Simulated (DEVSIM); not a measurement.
System: Si n-i-p diode, at 300 K.

```tsv
layer (left to right)	material	thickness (μm)	Nd (cm⁻³)	Na (cm⁻³)	τn (s)	τp (s)
1	Si	0.760	1.6e17	-	7.3e-5	7.3e-5
2	Si	0.550	-	1.2e12	7.3e-5	7.3e-5
3	Si	1.20	-	3.1e17	7.3e-5	7.3e-5
```

Left contact: ohmic. Right contact: ohmic. Voltage is applied to the left contact. Recombination: SRH at mid-gap, radiative, Auger. Mobility is μmin + (μ − μmin)/(1 + (N/Nref)^α).

This is a model device: material constants are rounded textbook-type values typed into the input, and sizes, dopings and lifetimes were drawn at random. Values at 300 K.

```
parameter           Si
-------------  -------
gap (eV)         1.124
affinity (eV)     4.05
permittivity      11.7
Nc (cm⁻³)      2.86e19
Nv (cm⁻³)       3.1e19
μn (cm²/Vs)       1417
μp (cm²/Vs)        470
μn,min              52
μp,min              45
Nref,n          9.7e16
Nref,p          2.2e17
αn                0.68
αp                0.72
B (cm³/s)      4.7e-15
Cn (cm⁶/s)     2.8e-31
Cp (cm⁶/s)     9.9e-32
```

Model (solved in DEVSIM): 1D drift-diffusion, Boltzmann statistics, complete ionisation; no tunnelling, impact ionisation, image-force lowering or self-heating.

Base results: dark forward voltage at 1 A/cm² (V) 0.641; dark forward voltage at 100 A/cm² (V) 0.762.

What follows from this one change: thickness of layer 3 1.2 → 0.24 μm?

dark forward voltage at 1 A/cm² 0.641 → 0.617 V; dark forward voltage at 100 A/cm² 0.762 → 0.738 V.

What follows from this one change: constant mobility in place of the doping-dependent one?

dark forward voltage at 1 A/cm² 0.641 → 0.621 V; dark forward voltage at 100 A/cm² 0.762 → 0.742 V.
